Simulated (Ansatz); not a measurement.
Na₂MoO₄ (within 0.1 Å of Fddd, No. 70, 14 atoms in the cell; start mp-22730; a measured phase of this formula has another space group)

All values below come from r²SCAN-D4 (PAW; Ansatz, a quantum-chemistry and plane-wave program).

Settings: plane-wave cutoff 500 eV, 8×8×8 k mesh, gaussian smearing 0.02 eV, no spin polarisation, scalar-relativistic PAW data made under PBE.

Cell (relaxed at this level):

```
CELL_PARAMETERS angstrom
      3.17930    -6.31182    -0.00132
      3.17930     6.31182    -0.00132
     -3.17702     0.00000     5.13922
ATOMIC_POSITIONS crystal
  Na 0.80563 0.55567 0.11140
  Na 0.19437 0.44433 0.88860
  Na 0.44433 0.19437 0.38860
  Na 0.55567 0.80563 0.61140
  Mo 0.12499 0.87501 0.75000
  Mo 0.87501 0.12499 0.25000
  O  0.68999 0.78494 0.04017
  O  0.31001 0.21506 0.95983
  O  0.21506 0.31001 0.45983
  O  0.78494 0.68999 0.54017
  O  0.74457 0.14962 0.45966
  O  0.25543 0.85038 0.54034
  O  0.85038 0.25543 0.04034
  O  0.14962 0.74457 0.95966
```

| Property | Value |
|---|---|
| band gap | 4.57 eV (on the SCF k mesh) |

Spin–orbit coupling is not included.

A start named mp-… is a Materials Project structure, which need not be a measured phase.
